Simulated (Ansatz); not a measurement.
The parent structure is LiF in the rock salt structure (space group Fm-3m, No. 225; a = 4.008 Å). Axes: x, y, z lie along the cube axes.

Structures relaxed with Ansatz (a first-principles code), PBEsol, PAW, cutoff 420 eV, no SOC.

Base:

Simulated powder pattern, Cu Kα1, λ = 1.54056 Å (kinematic, ideal powder, no thermal factors, no anomalous dispersion; the 8 strongest lines at most, above 2 %, up to 2θ = 90°):

| 2θ (°) | I/Imax (%) | hkl |
|---|---|---|
| 38.89 | 75 | (111) |
| 45.21 | 100 | (200) |
| 65.86 | 50 | (220) |
| 79.20 | 12 | (311) |
| 83.48 | 14 | (222) |

After one change:

Simulated powder pattern, Cu Kα1, λ = 1.54056 Å (kinematic, ideal powder, no thermal factors, no anomalous dispersion; the 8 strongest lines at most, above 2 %, up to 2θ = 90°):

```json
[
 {"2θ (°)": "39.33", "I/Imax (%)": "100"},
 {"2θ (°)": "44.30", "I/Imax (%)": "50"},
 {"2θ (°)": "46.44", "I/Imax (%)": "85"},
 {"2θ (°)": "66.12", "I/Imax (%)": "46"},
 {"2θ (°)": "67.77", "I/Imax (%)": "21"},
 {"2θ (°)": "78.18", "I/Imax (%)": "6.0"},
 {"2θ (°)": "81.27", "I/Imax (%)": "10"},
 {"2θ (°)": "84.61", "I/Imax (%)": "19"}
]
```

**Question.** What was done to the base?
A) biaxial strain −2.00 %, plane normal [001], relaxed out of plane
B) biaxial strain −1.50 %, plane normal [001], relaxed out of plane
C) biaxial strain −2.50 %, plane normal [001], relaxed out of plane
D) biaxial strain −3.00 %, plane normal [001], relaxed out of plane

**Answer.** C, biaxial strain −2.50 %, plane normal [001], relaxed out of plane. Its volume per atom is 7.80 Å³ against 8.05 Å³, and its space group is I4/mmm (No. 139).

Whether these cells are dynamically stable was not tested.
